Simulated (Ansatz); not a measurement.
## BeS: response to strain

The parent structure is BeS in the zinc blende structure (space group F-43m, No. 216; a = 4.838 Å).

Strains are applied to the cell and any free atomic positions relax.

Level of theory: Ansatz (an electronic-structure program) PBEsol, no spin-orbit coupling.

Candidates:
(a) isotropic strain +2.50 %
(b) isotropic strain −1.50 %
(c) isotropic strain +1.50 %
(d) isotropic strain −3.00 %
(e) isotropic strain +3.00 %

Before the change:

Band gap: 2.91 eV

Order them by band gap, lowest first.

(d) isotropic strain −3.00 % (2.68 eV), (b) isotropic strain −1.50 % (2.80 eV), (c) isotropic strain +1.50 % (3.01 eV), (a) isotropic strain +2.50 % (3.06 eV), (e) isotropic strain +3.00 % (3.09 eV)

Whether these cells are dynamically stable was not tested.
